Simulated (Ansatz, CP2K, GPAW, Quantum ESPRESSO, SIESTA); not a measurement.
Code comparison for ZnS (P6_3mc, 8 atoms in the cell)

Self-consistent single point, at a second geometry (lattice scaled by 0.98). First geometry:

```xyz
8
Lattice="3.8089 0.0000 0.0000 -1.9045 3.2986 0.0000 0.0000 0.0000 12.4526" Properties=species:S:1:pos:R:3 pbc="T T T"
Zn     1.9045     1.0995     9.3386
Zn     0.0000     2.1991     3.1123
Zn     0.0000     0.0000     6.2263
Zn     0.0000     0.0000     0.0000
S      1.9045     1.0995    11.6772
S      0.0000     2.1991     5.4509
S      0.0000     0.0000     8.5592
S      0.0000     0.0000     2.3329
```

Shared settings, as Ansatz (an electronic-structure program) writes them: kpoints.mp_grid.grid = 7 7 2; scf.occupations.method = fixed. Potentials and cutoffs stand in the table.

| code | model | ΔF from the first geometry (meV/atom) | pressure (GPa) | largest force (eV/Å) | gap on the mesh (eV) | cutoff |
|---|---|---|---|---|---|---|
| Ansatz | PBE, default PAW files | 35.2 | 7.70 | 0.021 | 2.459 | 420 eV |
| GPAW | PBE, GPAW PAW datasets PBE (gpaw-data 1.0.1) | 36.0 | 7.90 | 0.021 | 2.452 | 800 eV |
| Quantum ESPRESSO | PBE, GBRV 1.5 ultrasoft (PBE) pseudopotentials | 36.1 | 7.56 | 0.021 | 2.454 | 50 Ry |
| CP2K | PBE, GPW, DZVP-MOLOPT-SR-GTH basis, GTH-PBE potentials (GTH_POTENTIALS) | 38.6 | 8.32 | 0.024 | 2.446 | grid 600 Ry |
| SIESTA | GGA PBE, numerical atomic orbitals DZP, PseudoDojo PBE standard norm-conserving potentials (rewritten from UPF to PSML) | 26.5 | 6.85 | 0.024 | 2.989 | grid 350 Ry |

Size of the force on each atom (eV/Å): Sizes of forces hide their directions.

```json
[
 {"code": "Ansatz", "Zn1": "0.017", "Zn2": "0.017", "Zn3": "0.018", "Zn4": "0.018", "S5": "0.021", "S6": "0.021", "S7": "0.015", "S8": "0.015"},
 {"code": "GPAW", "Zn1": "0.018", "Zn2": "0.018", "Zn3": "0.018", "Zn4": "0.018", "S5": "0.021", "S6": "0.021", "S7": "0.015", "S8": "0.015"},
 {"code": "Quantum ESPRESSO", "Zn1": "0.017", "Zn2": "0.017", "Zn3": "0.018", "Zn4": "0.018", "S5": "0.021", "S6": "0.021", "S7": "0.015", "S8": "0.015"},
 {"code": "CP2K", "Zn1": "0.015", "Zn2": "0.015", "Zn3": "0.024", "Zn4": "0.024", "S5": "0.024", "S6": "0.024", "S7": "0.019", "S8": "0.019"},
 {"code": "SIESTA", "Zn1": "0.022", "Zn2": "0.022", "Zn3": "0.014", "Zn4": "0.014", "S5": "0.024", "S6": "0.024", "S7": "0.018", "S8": "0.018"}
]
```

Gaps are read on the mesh.

The spread over the programs that give each value: ΔF from the first geometry within 12.1 meV/atom; pressure within 1.47 GPa; largest force within 0.003 eV/Å; gap on the mesh within 0.543 eV.

CP2K and SIESTA use small atom-centred bases, whose incompleteness enters pressures, forces and empty levels differently from a plane-wave cutoff. Ansatz's pressure is given at a fixed set of plane waves, as the other plane-wave codes print theirs; with its correction for the finite basis it is 7.78 GPa. In the gap, SIESTA (by 0.535) lies more than 0.12 eV from the median of the plane-wave programs.

The starting cell comes from a database of computed structures (which also holds hypothetical and non-ambient phases and stackings), without a prior relaxation at this level. For this run, on top of that: lattice scaled by 0.98.

Keys are those of Ansatz 0.2.
